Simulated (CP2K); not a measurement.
Band structure of Nb (Im-3m, 1 atom in the cell).

```yaml
crystal:
  lattice:
    - [2.91625, 0.00000, 0.00000]
    - [-0.97208, 2.74947, 0.00000]
    - [-0.97208, -1.37473, 2.38111]
  atoms:
    - { symbol: Nb, position: [0.00000, 0.00000, 0.00000] }
```

Method of the run: PBE, GPW, DZVP-MOLOPT-PBE-GTH basis, GTH-PBE potentials (POTENTIAL_UZH) run with CP2K.

Settings: CUTOFF = 500 Ry; REL_CUTOFF = 40 Ry; SMEAR/METHOD = FERMI_DIRAC; ELECTRONIC_TEMPERATURE = 1160.45 K; KPOINTS/SCHEME = MONKHORST-PACK 11 11 11; XC_FUNCTIONAL = PBE; Nb/BASIS_SET = DZVP-MOLOPT-PBE-GTH-q13; Nb/POTENTIAL = GTH-PBE-q13; METHOD = GPW; EPS_DEFAULT = 1e-11; EXTRAPOLATION = USE_GUESS; NGRIDS = 5; SCF_GUESS = ATOMIC; EPS_SCF = 1e-07.

The starting cell comes from a database of computed structures (which also holds hypothetical and non-ambient phases and stackings), without a prior relaxation at this level. Its lattice was rescaled by a random factor within 2.5 % of one. Spin polarisation is off. Values carry the incompleteness of an atom-centred basis.

Levels in eV from the Fermi level, bands 3 to 8:
| point | 3 | 4 | 5 | 6 | 7 | 8 |
|---|---|---|---|---|---|---|
| Γ | -29.84 | -29.84 | -5.77 | 0.35 | 0.35 | 0.35 |
| H | -30.66 | -30.66 | -3.48 | -3.48 | 5.27 | 5.27 |
| N | -30.22 | -29.85 | -3.54 | -1.55 | 2.19 | 3.11 |
| P | -30.44 | -30.44 | -1.05 | -1.05 | -1.05 | 3.87 |

Bands cross the Fermi level along this path, so the cell is metallic at this level.

Higher empty bands are left out: an atom-centred basis made for the valence describes them poorly.
